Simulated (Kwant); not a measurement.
System: normal lead on a InSb wire with induced superconductivity. Mass 0.014 mₑ, grid 10 nm, pairing Δ = 0.2 meV, chemical potential 0.33 meV in the wire and 4 meV in the lead, Rashba 0.021 eV nm, Zeeman energy 0.0042 meV along the wire, barrier 6.1 meV × 20 nm; the superconducting wire is semi-infinite.

The device is made up for the run: typed textbook-type constants, with dimensions and the other settings drawn at random.

Model: Bogoliubov-de Gennes tight-binding model of one subband, both spins, coherent transport at 0 K (Kwant). Conductance is in e²/h.

Problem. Does the wire meet the condition for a Majorana end state, and what zero-bias conductance follows?

Solution. √(Δ² + μ²) = 0.386 meV against a Zeeman energy of 0.00420 meV: the condition is not met, so no quantised peak is due. Simulated G(0) = 0.084 e²/h.
